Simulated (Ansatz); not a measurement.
## Several settings converged on Sr₂CuBr₂O₂ (I4mm, 7 atoms in the cell)

```
CELL_PARAMETERS angstrom
     -2.00299     2.00299     9.49448
      2.00299    -2.00299     9.49448
      2.00299     2.00299    -9.49448
ATOMIC_POSITIONS crystal
  Sr 0.59254 0.59254 0.00000
  Sr 0.41009 0.41009 0.00000
  Cu 0.00000 0.00000 0.00000
  Br 0.83211 0.83211 0.00000
  Br 0.16789 0.16789 0.00000
  O  0.00000 0.50000 0.50000
  O  0.50000 0.00000 0.50000
```

Base method: PBEsol, default PAW files made with PBE (plane waves; Ansatz, a quantum-chemistry and plane-wave program).

Base settings: basis.ecutwfc = 420 eV; kpoints.mp_grid.grid = 6 6 6; hamiltonian.xc = pbesol; hamiltonian.pseudopotentials = {kind: paw} (the program's default PAW files); scf.occupations.method = gaussian; scf.occupations.width = 0.1 eV.

The count of work is k-points × plane waves × bands × iterations; it is no time. Core times come from one kind of shared machine, to one figure; runs under 30 s give none.

**Shifted k-point meshes**

In this ladder: kpoints.mp_grid.shift = 0.5 0.5 0.5.

Only quantities that move along the ladder and can be compared are tabulated.

| kpoints.mp_grid.grid | free energy less the last step's (meV/atom) | pressure (GPa) | largest difference of a force vector from the last step's (eV/Å) | count of work / last | core time / last (rough) |
|---|---|---|---|---|---|
| 2 2 2 | 46.64 | -3.61 | 0.144 | 0.010 | – |
| 4 4 4 | -3.56 | -3.96 | 0.023 | 0.031 | – |
| 6 6 6 | 3.30 | -3.98 | 0.012 | 0.078 | – |
| 8 8 8 | 1.51 | -3.99 | 0.015 | 0.16 | 0.2 |
| 10 10 10 | -0.12 | -3.97 | 0.004 | 0.28 | 0.3 |
| 17 17 17 | 0.00 | -3.98 | 0.000 | 1.0 | 1 |

Coarsest kpoints.mp_grid.grid that holds the free energy within 5 meV/atom of the last step, with all finer ones: 4 4 4, at 0.031 of the last step's count of work; the step before is off by 47 meV/atom.

Coarsest kpoints.mp_grid.grid that holds the forces within 0.02 eV/Å of the last step, with all finer ones: 6 6 6, at 0.078 of the last step's count of work; the step before is off by 0.023 eV/Å.

Coarsest kpoints.mp_grid.grid that holds the pressure within 0.2 GPa of the last step, with all finer ones: 4 4 4, at 0.031 of the last step's count of work; the step before is off by 0.37 GPa.

**The k-point mesh at a smearing width of 0.05 eV**

In this ladder: scf.occupations.width = 0.05 eV.

The second cell is the first with its lattice scaled by 0.98.

Only quantities that move along the ladder and can be compared are tabulated.

| kpoints.mp_grid.grid | free energy less the last step's (meV/atom) | energy of the compressed cell less the first (meV/atom) | largest difference of a force vector from the last step's (eV/Å) | count of work / last | core time / last (rough) |
|---|---|---|---|---|---|
| 4 4 4 | -3.22 | -18.42 | 0.029 | 0.050 | – |
| 6 6 6 | 3.68 | -18.58 | 0.007 | 0.12 | – |
| 9 9 9 | 0.50 | -18.60 | 0.001 | 0.26 | 0.3 |
| 13 13 13 | -0.45 | -18.72 | 0.003 | 0.60 | 0.6 |
| 15 15 15 | 0.00 | -18.73 | 0.000 | 1.0 | 1 |

Coarsest kpoints.mp_grid.grid that holds the forces within 0.02 eV/Å of the last step, with all finer ones: 6 6 6, at 0.12 of the last step's count of work; the step before is off by 0.029 eV/Å.

Coarsest kpoints.mp_grid.grid that holds the free energy within 2 meV/atom of the last step, with all finer ones: 9 9 9, at 0.26 of the last step's count of work and about 0.3 of the last step's time; the step before is off by 3.7 meV/atom.

Coarsest kpoints.mp_grid.grid that holds the energy of the compressed cell less the first within 0.2 meV/atom of the last step, with all finer ones: 6 6 6, at 0.12 of the last step's count of work; the step before is off by 0.31 meV/atom.

The energy difference between the two cells stays within 1 meV/atom of the last step's from 4 4 4 on, the total only from 9 9 9 on: much of the error is common to both cells and cancels.

**The mesh under tetrahedron occupations**

In this ladder: scf.occupations.method = tetrahedron; scf.occupations.width = default.

Only quantities that move along the ladder and can be compared are tabulated.

| kpoints.mp_grid.grid | free energy less the last step's (meV/atom) | count of work / last | core time / last (rough) |
|---|---|---|---|
| 5 5 5 | 1.63 | 0.022 | – |
| 6 6 6 | 2.21 | 0.036 | – |
| 7 7 7 | 1.65 | 0.048 | 0.05 |
| 11 11 11 | -0.23 | 0.15 | 0.2 |
| 17 17 17 | -0.07 | 0.49 | 0.5 |
| 22 22 22 | 0.00 | 1.0 | 1 |

Coarsest kpoints.mp_grid.grid that holds the free energy within 2 meV/atom of the last step, with all finer ones: 7 7 7, at 0.048 of the last step's count of work and about 0.05 of the last step's time; the step before is off by 2.2 meV/atom.

On the base run: the starting cell comes from a database of computed structures (which also holds hypothetical and non-ambient phases and stackings), without a prior relaxation at this level. Its lattice was rescaled by up to half a per cent. One atom was moved a little off its site on purpose. Spin polarisation is off; with an odd number of electrons in the cell that forces a metal, and a magnetic state may lie lower. In the base run, with a pressure of about -4 GPa the cell is away from its equilibrium volume at this level. Ansatz's pressure includes its estimate of the finite-basis (Pulay) stress.

Keys are those of Ansatz 0.2.
